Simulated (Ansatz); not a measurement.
SnTe under a change: uniaxial strain ε_zz = +0.88 %

The reference is SnTe in the rock salt structure (space group Fm-3m, No. 225; a = 6.370 Å). Axes: x, y, z lie along the cube axes.

Perturbation: the cell is stretched by 0.88 % along z with no lateral relaxation; the atoms relax in the strained cell.

All numbers come from DFT with r2SCAN, PAW potentials and a 500 eV plane-wave cutoff in Ansatz (an electronic-structure program), scalar-relativistic without spin-orbit coupling. Γ-centred 9×9×9 mesh, Fermi–Dirac width 0.05 eV.

The volume per atom grows by 0.284 Å³ to 32.60 Å³ and the space group becomes I4/mmm (No. 139) (base: Fm-3m (No. 225)). The shortest interatomic distance stays 3.185 Å and the energy rises by 1.0 meV/atom. The pressure (mean of the normal stresses, compression positive) goes from zero to -0.37 GPa and the band gap rises by 0.02 eV to 0.15 eV. The gap character amounts to direct at N and the stress (xx, yy, zz, yz, xz, xy; compression positive) amounts to (-0.03, -0.03, -1.05, 0.00, 0.00, 0.00) GPa.

Cost of the whole job for the changed cell (relaxation, final SCF and bands): roughly 40 core-seconds.

Spin-orbit coupling, missing from the scalar runs, can matter with Te. Whether these cells are dynamically stable was not tested. A zero or small gap of SnTe can be the functional's error rather than a property of the material. k-point labels follow each cell's own Brillouin zone.
